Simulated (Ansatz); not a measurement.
Take Mg in the hcp (Mg type) structure (space group P6_3/mmc, No. 194; relaxed with 0.1 eV smearing) as the base.

```yaml
crystal:
  lattice:
    - [3.17512, 0.00000, 0.00000]
    - [-1.58756, 2.74974, 0.00000]
    - [0.00000, 0.00000, 5.16281]
  atoms:
    - { symbol: Mg, position: [0.33333, 0.66667, 0.75000] }
    - { symbol: Mg, position: [0.66667, 0.33333, 0.25000] }
```

Cartesian axes are those of the cell as printed.

The values are results of PBEsol in Ansatz (plane waves to 420 eV, PAW, no spin-orbit coupling), not measurements.

Strains are applied to the cell and any free atomic positions relax.

One change was made to it. Results:

The shortest interatomic distance drops by 0.082 Å to 3.084 Å; the energy rises by 5.2 meV/atom.

What was done to the base?
A. isotropic strain −1.78 %
B. tensor shear ε_yz = +3.21 %
C. strain tensor (xx, yy, zz, yz, xz, xy) = (+2.40, +0.39, −0.37, +0.26, −1.36, +1.60) %
D. isotropic strain −0.78 %
E. uniaxial strain ε_zz = +4.33 %

B, tensor shear ε_yz = +3.21 %. For comparison, the shortest interatomic distance in the other runs: strain tensor (xx, yy, zz, yz, xz, xy) = (+2.40, +0.39, −0.37, +0.26, −1.36, +1.60) % gives 3.137 Å; isotropic strain −0.78 % gives 3.141 Å; uniaxial strain ε_zz = +4.33 % gives 3.175 Å; isotropic strain −1.78 % gives 3.110 Å.

Whether these cells are dynamically stable was not tested.

Ansatz is a quantum-chemistry and plane-wave program.
